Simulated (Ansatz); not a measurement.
# Al2O3, pressure series

Take Al2O3 in the corundum structure (space group R-3c, No. 167; a = 4.774 Å, c = 13.015 Å (hexagonal axes)) as the base.

Cell and atoms are relaxed at each pressure.

All numbers come from plane-wave PAW DFT at the PBEsol level (Ansatz, a quantum-chemistry and plane-wave program, 420 eV), spin-orbit coupling left out.

Notes on the quantities. enthalpy: H = E + PV relative to the base's energy.

```json
[
 {"variant": "base", "lattice parameter a": "4.774 Å", "c/a ratio": "2.726", "enthalpy": "–", "electron mass": "0.40 mₑ along c, 0.37 mₑ across (at Γ)"},
 {"variant": "pressure −2 GPa", "lattice parameter a": "[?]", "c/a ratio": "2.727", "enthalpy": "-0.11 eV/atom", "electron mass": "0.39 mₑ along c, 0.37 mₑ across (at Γ)"},
 {"variant": "pressure −1 GPa", "lattice parameter a": "4.780 Å", "c/a ratio": "2.727", "enthalpy": "-0.05 eV/atom", "electron mass": "0.39 mₑ along c, 0.37 mₑ across (at Γ)"},
 {"variant": "pressure 0.9 GPa", "lattice parameter a": "4.768 Å", "c/a ratio": "2.726", "enthalpy": "+0.05 eV/atom", "electron mass": "0.40 mₑ along c, 0.37 mₑ across (at Γ)"},
 {"variant": "pressure 2.1 GPa", "lattice parameter a": "[?]", "c/a ratio": "2.725", "enthalpy": "+0.11 eV/atom", "electron mass": "0.40 mₑ along c, 0.37 mₑ across (at Γ)"},
 {"variant": "pressure 4.5 GPa", "lattice parameter a": "4.746 Å", "c/a ratio": "2.724", "enthalpy": "+0.24 eV/atom", "electron mass": "0.41 mₑ along c, 0.38 mₑ across (at Γ)"},
 {"variant": "pressure 9 GPa", "lattice parameter a": "4.721 Å", "c/a ratio": "[?]", "enthalpy": "+0.47 eV/atom", "electron mass": "0.42 mₑ along c, 0.38 mₑ across (at Γ)"},
 {"variant": "pressure 15 GPa", "lattice parameter a": "4.690 Å", "c/a ratio": "2.721", "enthalpy": "+0.78 eV/atom", "electron mass": "0.43 mₑ along c, 0.39 mₑ across (at Γ)"},
 {"variant": "pressure 22.5 GPa", "lattice parameter a": "4.654 Å", "c/a ratio": "2.718", "enthalpy": "+1.15 eV/atom", "electron mass": "0.45 mₑ along c, 0.40 mₑ across (at Γ)"},
 {"variant": "pressure 30 GPa", "lattice parameter a": "4.621 Å", "c/a ratio": "[?]", "enthalpy": "+1.52 eV/atom", "electron mass": "0.47 mₑ along c, 0.41 mₑ across (at Γ)"}
]
```

Complete the table.


- pressure −2 GPa, lattice parameter a: 4.787 Å
- pressure 2.1 GPa, lattice parameter a: 4.761 Å
- pressure 9 GPa, c/a ratio: 2.723
- pressure 30 GPa, c/a ratio: 2.716

The levels and masses belong to the bands next to the band gap. Load acts through the strain it causes; cell and atoms are relaxed under it. Masses are band curvatures over ±0.01 Å⁻¹ around the edge. Whether these cells are dynamically stable was not tested. Competing high-pressure phases were not computed.
